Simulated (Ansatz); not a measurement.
A computed series for InAgTe2: response to strain

The reference is InAgTe2 in the chalcopyrite structure (space group I-42d, No. 122; a = 6.432 Å, c = 12.766 Å). Axes: x, y, z lie along a, b, c of the conventional cell.

Strains are applied to the cell and any free atomic positions relax.

Method: PBEsol, PAW, 420 eV (Ansatz, a program for electronic structure; no spin-orbit coupling).

Notes on the quantities. energy relative to the base: free energy F.

```tsv
change	energy relative to the base	shortest interatomic distance	band gap
base	0 meV/atom	2.746 Å	0.08 eV
uniaxial strain ε_xx = −3.00 %	…	2.716 Å	0.14 eV
uniaxial strain ε_xx = −2.25 %	+3.0 meV/atom	…	0.14 eV
uniaxial strain ε_xx = −0.75 %	…	2.738 Å	0.10 eV
```

Task: Some entries are withheld; estimate them.

Result: 
- uniaxial strain ε_xx = −3.00 %, energy relative to the base: +5.3 meV/atom
- uniaxial strain ε_xx = −2.25 %, shortest interatomic distance: 2.723 Å
- uniaxial strain ε_xx = −0.75 %, energy relative to the base: +0.3 meV/atom

With Te present, leaving out spin-orbit coupling can change the band edges. No phonon test of stability was made. A zero or small gap of InAgTe2 can be the functional's error rather than a property of the material.
